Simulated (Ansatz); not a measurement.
SnC (model structure, started from the zincblende type, F-43m, No. 216, 2 atoms in the cell), treated with G0W0@PBEsol (plane waves, hard PAW, contour deformation; Ansatz, an electronic-structure program).

The same calculation (at the PBEsol cell, 15.939 Å³/atom) with different numerical settings; throughout: k mesh 2×2×2:

```
run  response cutoff (eV)  empty bands  quasiparticle gap on the mesh (eV)  quasiparticle gap at Γ (eV)  rough time
---  --------------------  -----------  ----------------------------------  ---------------------------  ----------
1                     100          133                               0.798                        0.998    6 core-s
2                     150          244                               0.915                        1.026   10 core-s
3                     200          376                               0.969                        1.030   20 core-s
4                     250          526                               0.996                        1.031   60 core-s
5                     300          691                               1.014                        1.033   80 core-s
6                     400         1064                               1.033                        1.037  2 core-min
```

In the column quasiparticle gap on the mesh (eV) the first row differs from the last by -0.235 and the next to last by -0.019.

The last row is no converged limit: other settings stay fixed.

Spin–orbit coupling is not included.

Note: filled d or f shells below the valence bands can shift G0W0 gaps through exchange with them, which wasn't tested here.

A model structure was made by putting elements into a prototype or built by hand; it is no filed structure, need not be a known phase, and can be a saddle point held by its symmetry.
